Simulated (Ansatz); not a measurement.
## CdSe, response to strain

Take CdSe in the wurtzite structure (space group P6_3mc, No. 186; a = 4.302 Å, c = 7.021 Å) as the base. Axes: x lies along a and z along c of the hexagonal cell.

Strains are applied to the cell and any free atomic positions relax.

Method: PBEsol in Ansatz (plane waves to 420 eV, PAW, no SOC).

Notes on the quantities. energy relative to the base: free energy F.

```tsv
uniaxial strain ε_zz (%)	energy relative to the base (meV/atom)
0	0.0
0.6	0.3
1.2	?
1.8	2.3
2.4	4.1
3	6.3
```

Q: Fit ΔE = Aε² + Bε³ (ε in %) to the rows shown and predict the withheld row.

A: Least squares on the printed values gives A = 0.742 and B = -0.014 meV/atom (largest residual 0.0 meV/atom); this predicts 1.0 meV/atom, and the run gives 1.0 meV/atom, in agreement.

Whether these cells are dynamically stable was not tested.

Ansatz is a quantum-chemistry and plane-wave program.
